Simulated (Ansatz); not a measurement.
## TiC: Be on a Ti site, symmetric start

The reference is a 24-atom supercell of TiC in the rock salt structure (space group Fm-3m, No. 225; a = 4.293 Å) at its relaxed geometry.

Perturbation: one Ti atom is replaced by Be, atoms relaxed at fixed cell.

Level of theory: PBEsol (Ansatz, an electronic-structure program, PAW, no SOC). Γ-centred 7×5×7 mesh, Fermi–Dirac width 0.05 eV.

The pressure goes from zero to -2.5 GPa and the energy gained by relaxation is 0.05 eV. The largest displacement of a host atom from its site in the perfect cell comes out as 0.03 Å and the mean distance from the defect site to its nearest host atoms hardly moves (4.06 bohr against 4.07 bohr).

Final structure:

```yaml
crystal:
  lattice:
    - [0.00000, 4.29332, 4.29332]
    - [4.29332, -4.29332, 4.29332]
    - [4.29332, 4.29332, 0.00000]
  atoms:
    - { symbol: C, position: [0.00000, 0.00158, 0.00000] }
    - { symbol: C, position: [0.99894, 0.99916, 0.50053] }
    - { symbol: C, position: [0.16614, 0.33417, 0.16614] }
    - { symbol: C, position: [0.16614, 0.33417, 0.66773] }
    - { symbol: C, position: [0.33333, 0.66667, 0.33333] }
    - { symbol: C, position: [0.33333, 0.66667, 0.83333] }
    - { symbol: C, position: [0.50053, 0.99916, 0.99894] }
    - { symbol: C, position: [0.50053, 0.99916, 0.50053] }
    - { symbol: C, position: [0.66773, 0.33417, 0.16614] }
    - { symbol: C, position: [0.66667, 0.33176, 0.66667] }
    - { symbol: C, position: [0.83333, 0.66667, 0.33333] }
    - { symbol: C, position: [0.83333, 0.66667, 0.83333] }
    - { symbol: Be, position: [0.33333, 0.16667, 0.33333] }
    - { symbol: Ti, position: [0.33333, 0.16667, 0.83333] }
    - { symbol: Ti, position: [0.49875, 0.49712, 0.49875] }
    - { symbol: Ti, position: [0.49875, 0.49712, 0.00250] }
    - { symbol: Ti, position: [0.66667, 0.83423, 0.66667] }
    - { symbol: Ti, position: [0.66417, 0.83621, 0.16792] }
    - { symbol: Ti, position: [0.83333, 0.16667, 0.33333] }
    - { symbol: Ti, position: [0.83333, 0.16667, 0.83333] }
    - { symbol: Ti, position: [0.00250, 0.49712, 0.49875] }
    - { symbol: Ti, position: [0.00000, 0.49910, 0.00000] }
    - { symbol: Ti, position: [0.16792, 0.83621, 0.66417] }
    - { symbol: Ti, position: [0.16792, 0.83621, 0.16792] }
```

The cell is small, so the values are those of an ordered compound at a high defect concentration; dilute-limit values will differ. The defect started on the symmetric site and kept its symmetry, so it may sit on a saddle. The final runs are not spin-polarised. The defect cell is not spin-polarised.
